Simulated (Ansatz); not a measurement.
# CdSe under load (space group P6_3mc): band-edge transport data

Given:

```yaml
crystal:
  lattice:
    - [4.19643, 0.00000, 0.00000]
    - [-2.09822, 3.63422, 0.00000]
    - [0.00000, 0.00000, 7.17911]
  atoms:
    - { symbol: Cd, position: [0.33333, 0.66667, 0.00486] }
    - { symbol: Cd, position: [0.66667, 0.33333, 0.50486] }
    - { symbol: Se, position: [0.33333, 0.66667, 0.37014] }
    - { symbol: Se, position: [0.66667, 0.33333, 0.87014] }
```

All values below come from PBE with spin-orbit coupling, rigid bands (plane waves, PAW; Ansatz, a program for electronic structure). Condition of this run: biaxial stress in the c plane of 2.1 GPa (compression positive) (the target of the relaxation). Geometry: cell and atoms relaxed with PBEsol, then loaded as said.

The band gap is 0.48 eV and the electron conductivity mass (300 K, dilute) is 0.078 (x), 0.078 (y), 0.075 (z) mₑ. The hole conductivity mass (300 K, dilute) comes out as 0.41 (x), 0.41 (y), 1.62 (z) mₑ, the effective density of states N_c (300 K) is 4.8e17 cm⁻³ and the effective density of states N_v (300 K) comes out as 9.3e18 cm⁻³. The density-of-states mass, electrons is 0.071 mₑ. The density-of-states mass, holes is 0.52 mₑ and the Seebeck coefficient, n-type 1e19 cm⁻³, 300 K comes out as -54 μV/K. The best n-type power factor at 300 K for τ = 10 fs (best axis; densities from 1e16 to 1e21 cm⁻³ tried, whether or not they can be reached) is 1.03 μW/(cm·K²) at 3e18 cm⁻³, the Seebeck coefficient, p-type 1e19 cm⁻³, 300 K is 236 μV/K and the best p-type power factor at 300 K for τ = 10 fs (best axis; densities from 1e16 to 1e21 cm⁻³ tried, whether or not they can be reached) is 5.1 μW/(cm·K²) at 3e20 cm⁻³.

Rigid bands; masses and Seebeck coefficients take one relaxation time τ for all states and one kind of carrier; polarons and phonon drag are left out. Geometry: cell and atoms relaxed with PBEsol.
